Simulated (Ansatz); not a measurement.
For LaPd3 (Pm-3m), PBEsol, DFPT electron-phonon coupling, linearised Boltzmann equation (Ansatz, a first-principles code) gives a transport coupling λ_tr = 0.136 and a Drude plasma energy ħω_p = 4.53 eV.

**Question.** Estimate the resistivity at 300 K from the high-temperature formula ρ = 2π λ_tr k_B T / (ħ ε₀ ω_p²), and say how the full Boltzmann solution compares.

**Answer.** The scattering rate is 1/τ = 2π λ_tr k_B T/ħ = 3.36e13 s⁻¹ and ω_p = 6.88e15 s⁻¹, so ρ ≈ 8.00 μΩ·cm. The Boltzmann solution gives 7.53 μΩ·cm, 0.94 times the estimate.

A metal at this level (no band gap). Only scattering by harmonic phonons is included (no impurities, grain boundaries, electron-electron scattering or thermal expansion). Spin-orbit coupling is left out. The squared frequency of the phonon mode least converged on the k mesh is uncertain by about 11 %. Halving the electron mesh (20x20x20) moves the resistivity by up to 5 % at 300 K, the coupling by up to 2 %. Smearing 0.20 eV; phonons on a 4x4x4 q mesh, which this run doesn't test.

Formula and space group known from diffraction (Crystallography Open Database), not checked to be the room-temperature form: LaPd3 (Pm-3m).
